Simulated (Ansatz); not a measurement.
Band structure of Si₂W (I4/mmm, 3 atoms in the cell).

```
Si2W
1.0
   -1.57297     1.57297     3.81755
    1.57297    -1.57297     3.81755
    1.57297     1.57297    -3.81755
Si W
2 1
Direct
  0.33499   0.33499   0.00000
  0.66501   0.66501   0.00000
  0.00000   0.00000   0.00000
```

Computed with PBE (plane waves, PAW; Ansatz, a quantum-chemistry and plane-wave program).

Settings: basis.ecutwfc = 420 eV; kpoints.mp_grid.grid = 15 15 15; hamiltonian.xc = pbe; hamiltonian.pseudopotentials = {kind: paw} (the program's default PAW files); scf.occupations.method = fermi_dirac; scf.occupations.width = 0.05 eV; kpoints.band_path.npoints = 8.

The starting cell comes from a database of computed structures (which also holds hypothetical and non-ambient phases and stackings), without a prior relaxation at this level. Its lattice was rescaled by a random factor within 2.5 % of one. Spin-orbit coupling is off. Spin polarisation is off.

Levels in eV from the Fermi level, bands 8 to 14:
| point | 8 | 9 | 10 | 11 | 12 | 13 | 14 |
|---|---|---|---|---|---|---|---|
| Γ | -3.57 | -3.04 | -3.04 | 0.65 | 2.71 | 3.21 | 3.24 |
| X | -5.43 | -5.26 | -3.50 | -1.77 | 3.17 | 3.29 | 3.48 |
| Y | -5.36 | -4.11 | -3.35 | -2.40 | 2.26 | 2.28 | 3.39 |
| S | -3.29 | -2.92 | -2.56 | -0.39 | 1.84 | 2.64 | 3.68 |
| Z | -2.75 | -0.83 | -0.83 | -0.52 | -0.52 | 0.86 | 4.91 |
| S1 | -3.29 | -2.92 | -2.56 | -0.39 | 1.84 | 2.64 | 3.68 |
| N | -5.04 | -3.03 | -2.97 | -0.52 | 2.93 | 3.00 | 4.15 |
| P | -6.82 | -3.04 | -2.52 | -2.52 | 0.36 | 3.29 | 4.03 |
| Y1 | -5.36 | -4.11 | -3.35 | -2.40 | 2.26 | 2.28 | 3.39 |

Bands cross the Fermi level along this path, so the cell is metallic at this level.

Keys are those of Ansatz 0.2.
